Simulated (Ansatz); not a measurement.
## Carrier properties of C (I4_1/amd)

Given:

```yaml
crystal:
  lattice:
    - [0.00000, 1.78437, 1.72134]
    - [1.78437, 0.00000, 1.72134]
    - [1.78437, 1.78437, 0.00000]
  atoms:
    - { symbol: C, position: [0.00000, 0.00000, 0.00000] }
    - { symbol: C, position: [0.25000, 0.25000, 0.25000] }
```

The numbers are results of r2SCAN, rigid bands (plane waves, PAW, scalar-relativistic; Ansatz, a first-principles code), not measurements. Condition of this run: uniaxial stress along [001] of 33 GPa (compression positive) (the target of the relaxation). Geometry: cell and atoms relaxed with PBEsol, then loaded as said.

The band gap comes out as 3.45 eV. The electron conductivity mass (300 K, dilute) is 0.28 (x), 0.28 (y), 1.48 (z) mₑ, the hole conductivity mass (300 K, dilute) is 0.28 (x), 0.28 (y), 0.60 (z) mₑ and the effective density of states N_c (300 K) is 1.7e19 cm⁻³. The effective density of states N_v (300 K) is 4.9e18 cm⁻³. The density-of-states mass, electrons is 0.78 mₑ and the density-of-states mass, holes comes out as 0.34 mₑ. The Seebeck coefficient, n-type 1e19 cm⁻³, 300 K is -265 μV/K and the best n-type power factor at 300 K for τ = 10 fs (best axis; densities from 1e16 to 1e21 cm⁻³ tried, whether or not they can be reached) comes out as 9.7 μW/(cm·K²) at 1e20 cm⁻³. The Seebeck coefficient, p-type 1e19 cm⁻³, 300 K is 171 μV/K.

Rigid bands; masses and Seebeck coefficients take one relaxation time τ for all states and one kind of carrier; polarons and phonon drag are left out. Spin-orbit coupling is left out. Geometry: cell and atoms relaxed with PBEsol.
